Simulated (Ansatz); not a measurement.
Cs₂AgBiBr₆ (Fm-3m): band-edge transport data

Input:

```
CELL_PARAMETERS angstrom
      0.00000     5.59353     5.59353
      5.59353     0.00000     5.59353
      5.59353     5.59353     0.00000
ATOMIC_POSITIONS crystal
  Cs 0.75000 0.75000 0.75000
  Cs 0.25000 0.25000 0.25000
  Ag 0.50000 0.50000 0.50000
  Bi 0.00000 0.00000 0.00000
  Br 0.74607 0.25393 0.25393
  Br 0.25393 0.74607 0.74607
  Br 0.25393 0.74607 0.25393
  Br 0.74607 0.25393 0.74607
  Br 0.25393 0.25393 0.74607
  Br 0.74607 0.74607 0.25393
```

All values below come from PBEsol with spin-orbit coupling, rigid bands (plane waves, PAW; Ansatz, a program for electronic structure). Condition of this run: spin-orbit coupling switched on. Cell: cell and atoms relaxed with PBEsol.

| Item | Value |
|---|---|
| band gap | 0.89 eV |
| electron conductivity mass (300 K, dilute) | 0.35 mₑ |
| hole conductivity mass (300 K, dilute) | 0.38 mₑ |
| effective density of states N_c (300 K) | 2.1e19 cm⁻³ |
| effective density of states N_v (300 K) | 2.6e19 cm⁻³ |
| density-of-states mass, electrons | 0.89 mₑ |
| density-of-states mass, holes | 1.01 mₑ |
| Seebeck coefficient, n-type 1e19 cm⁻³, 300 K | -284 μV/K |
| best n-type power factor at 300 K for τ = 10 fs (best axis; densities from 1e16 to 1e21 cm⁻³ tried, whether or not they can be reached) | 10.4 μW/(cm·K²) at 1e20 cm⁻³ |
| Seebeck coefficient, p-type 1e19 cm⁻³, 300 K | 316 μV/K |
| best p-type power factor at 300 K for τ = 10 fs (best axis; densities from 1e16 to 1e21 cm⁻³ tried, whether or not they can be reached) | 15.8 μW/(cm·K²) at 1e20 cm⁻³ |

Rigid bands; masses and Seebeck coefficients take one relaxation time τ for all states and one kind of carrier; polarons and phonon drag are left out.

Formula and space group known from diffraction (Crystallography Open Database), not checked to be the room-temperature form: Cs2AgBiBr6 (Fm-3m).
